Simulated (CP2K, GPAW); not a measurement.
A GPAW input for a self-consistent single point of LaGe3Os (I4mm, 5 atoms in the cell) (DFT LDA (Perdew-Wang 92), plane waves, GPAW PAW datasets LDA (gpaw-data 1.0.1)):

```python
from ase import Atoms
from ase.units import GPa
from gpaw import GPAW

atoms = Atoms(['La', 'Ge', 'Ge', 'Ge', 'Os'],
              cell=[[-2.224455, 2.224455, 5.090515],
                    [2.224455, -2.224455, 5.090515],
                    [2.224455, 2.224455, -5.090515]],
              scaled_positions=[[0.998340, 0.998340, 0.000000],
                                [0.425640, 0.425640, 0.000000],
                                [0.259660, 0.759660, 0.500000],
                                [0.759660, 0.259660, 0.500000],
                                [0.658690, 0.658690, 0.000000]],
              pbc=True)

calc = GPAW(mode={'name': 'pw', 'ecut': 850},
            xc='LDA',
            kpts={'size': (6, 6, 6), 'gamma': True},
            occupations={'name': 'fermi-dirac', 'width': 0.1},
            nbands=-13,
            convergence={'density': 1e-05},
            symmetry={'symmorphic': False, 'tolerance': 0.0005},
            maxiter=120)

atoms.calc = calc

energy = atoms.get_potential_energy()
print('Energy (eV):', round(energy, 6))
forces = atoms.get_forces()
print('Forces (eV/Ang):')
print(forces.round(5))
stress = atoms.get_stress()
print('Stress (GPa, Voigt):', (stress / GPa).round(4))
```

Give the CP2K input for the same structure, mesh, smearing and functional.

This is the input that was run; spellings and numerical settings could be chosen otherwise.

```
&GLOBAL
  PROJECT run
  RUN_TYPE ENERGY_FORCE
  PRINT_LEVEL MEDIUM
&END GLOBAL
&FORCE_EVAL
  METHOD Quickstep
  STRESS_TENSOR ANALYTICAL
  &DFT
    BASIS_SET_FILE_NAME BASIS_MOLOPT
    BASIS_SET_FILE_NAME BASIS_MOLOPT_UCL
    POTENTIAL_FILE_NAME GTH_POTENTIALS
    &QS
      METHOD GPW
      EPS_DEFAULT 1E-10
    &END QS
    &MGRID
      CUTOFF 500
      REL_CUTOFF 50
      NGRIDS 5
    &END MGRID
    &SCF
      SCF_GUESS ATOMIC
      EPS_SCF 1E-7
      MAX_SCF 100
      ADDED_MOS 7
      &DIAGONALIZATION
        ALGORITHM STANDARD
      &END DIAGONALIZATION
      &MIXING
        METHOD BROYDEN_MIXING
        ALPHA 0.3
        NBUFFER 12
      &END MIXING
      &SMEAR ON
        METHOD FERMI_DIRAC
        ELECTRONIC_TEMPERATURE [K] 1160.45
      &END SMEAR
    &END SCF
    &KPOINTS
      SCHEME MONKHORST-PACK 6 6 6
      GAMMA_CENTERED T
    &END KPOINTS
    &XC
      &XC_FUNCTIONAL PADE
      &END XC_FUNCTIONAL
    &END XC
    &PRINT
      &MO
        EIGENVALUES T
        OCCUPATION_NUMBERS T
        NDIGITS 8
        FILENAME mo
        &EACH
          QS_SCF 0
        &END EACH
        ADD_LAST NUMERIC
      &END MO
      &MULLIKEN ON
      &END MULLIKEN
    &END PRINT
  &END DFT
  &SUBSYS
    &CELL
      A 5.98412400 0.00000000 0.00000000
      B 2.67657300 5.35216800 0.00000000
      C -4.33034800 -2.67608400 3.14585400
      PERIODIC XYZ
    &END CELL
    &COORD
      SCALED
      La       0.99834000     0.99834000     0.00000000
      Ge       0.42564000     0.42564000     0.00000000
      Ge       0.25966000     0.75966000     0.50000000
      Ge       0.75966000     0.25966000     0.50000000
      Os       0.65869000     0.65869000     0.00000000
    &END COORD
    &KIND La
      BASIS_SET DZVP-MOLOPT-SR-GTH-q11
      POTENTIAL GTH-PADE-q11
    &END KIND
    &KIND Ge
      BASIS_SET DZVP-MOLOPT-SR-GTH-q4
      POTENTIAL GTH-PADE-q4
    &END KIND
    &KIND Os
      BASIS_SET DZVP-MOLOPT-SR-GTH-q16
      POTENTIAL GTH-PADE-q16
    &END KIND
  &END SUBSYS
  &PRINT
    &FORCES ON
    &END FORCES
    &STRESS_TENSOR ON
    &END STRESS_TENSOR
  &END PRINT
&END FORCE_EVAL
```

Basis settings and potentials, where a program has them, do not carry over. This input uses DFT LDA (Pade form), GPW, DZVP-MOLOPT-SR-GTH basis, GTH-PADE potentials (GTH_POTENTIALS). LDA parametrisations can differ slightly between programs.

The starting cell comes from a database of computed structures (which also holds hypothetical and non-ambient phases and stackings), without a prior relaxation at this level.
